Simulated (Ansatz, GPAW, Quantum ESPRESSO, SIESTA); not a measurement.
**LiPd₇ (Fm-3m, 8 atoms in the cell) computed with different codes at matched settings**

Self-consistent single point, at a second geometry (lattice scaled by 0.98). First geometry:

```xyz
8
Lattice="0.0000 3.8857 3.8857 3.8857 0.0000 3.8857 3.8857 3.8857 0.0000" Properties=species:S:1:pos:R:3 pbc="T T T"
Li     0.0000     0.0000     0.0000
Pd     3.8857     3.8857     3.8857
Pd     1.9429     1.9429     0.0000
Pd     1.9429     1.9429     3.8857
Pd     0.0000     1.9429     1.9429
Pd     3.8857     1.9429     1.9429
Pd     1.9429     0.0000     1.9429
Pd     1.9429     3.8857     1.9429
```
Moments meant for the start (each program seeds them in its own way; μB, in the order of the atoms Li Pd Pd Pd Pd Pd Pd Pd): 0.0 1.0 1.0 1.0 1.0 1.0 1.0 1.0.

Shared settings, as Ansatz (a first-principles code) writes them: kpoints.mp_grid.grid = 5 5 5; scf.occupations.method = fermi_dirac; scf.occupations.width = 0.136 eV. Potentials and cutoffs stand in the table.

```tsv
code	model	ΔF from the first geometry (meV/atom)	pressure (GPa)	cutoff
GPAW	PBEsol, GPAW PAW datasets PBEsol (made by gpaw-setup)	5.1	6.74	550 eV
Ansatz	PBEsol, PAW files made with PBE	2.7	6.22	420 eV
Quantum ESPRESSO	PBEsol, GBRV 1.5 ultrasoft (PBESOL) pseudopotentials	7.0	7.18	40 Ry
SIESTA	GGA PBEsol, numerical atomic orbitals DZP, PseudoDojo PBEsol standard norm-conserving potentials (rewritten from UPF to PSML)	9.3	7.41	grid 300 Ry
```

On Ansatz's run: the starting moments vanished: the run ended non-magnetic. The program warned that a starting moment was not kept.

The spread over the programs that give each value: ΔF from the first geometry within 6.6 meV/atom; pressure within 1.19 GPa.

SIESTA uses small atom-centred bases, whose incompleteness enters pressures, forces and empty levels differently from a plane-wave cutoff. Ansatz's pressure is given at a fixed set of plane waves, as the other plane-wave codes print theirs; with its correction for the finite basis it is 6.26 GPa.

The starting cell comes from a database of computed structures (which also holds hypothetical and non-ambient phases and stackings), without a prior relaxation at this level. For this run, on top of that: lattice scaled by 0.98.

Left out of this page: Elk (unsound by tests on forces, stress, charge or solver warnings).

Keys are those of Ansatz 0.2.
